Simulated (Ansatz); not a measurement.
Antifluorite K2S, treated with G0W0@HSE06 (plane waves, hard PAW, contour deformation; Ansatz, an electronic-structure program).

The cell has the measured lattice parameters. Conventional cell: a = 7.3910 Å, b = 7.3910 Å, c = 7.3910 Å, α = 90.00°, β = 90.00°, γ = 90.00°.

The quasiparticle gap at Γ at a fixed k mesh 2×2×2:

```csv
response cutoff,value (eV)
"150 eV, 774 empty bands",4.685
"200 eV, 1191 empty bands",4.714
"250 eV, 1664 empty bands",4.728
"300 eV, 2188 empty bands",4.734
```

Question: Taking the value to converge with the response cutoff E as E^(−3/2), extrapolate from the last two rows.

Answer: With y = y∞ + c/w and weights w = 3953 and 5196 for the last two rows, y∞ = (w2 y2 − w1 y1)/(w2 − w1) = (5196 × 4.734 − 3953 × 4.728)/1243 = 4.753 eV, which lies 0.019 beyond the last row. Successive pairs of rows give 4.768, 4.763, 4.753. The limit also hangs on the law assumed, so its last digits aren't firm.

The other settings are not extrapolated, so this is the limit in one setting alone.

At the last cutoff the smallest gap on this mesh is 4.55 eV, with an edge away from Γ.

Note: GW on a hybrid start was not checked against another program.
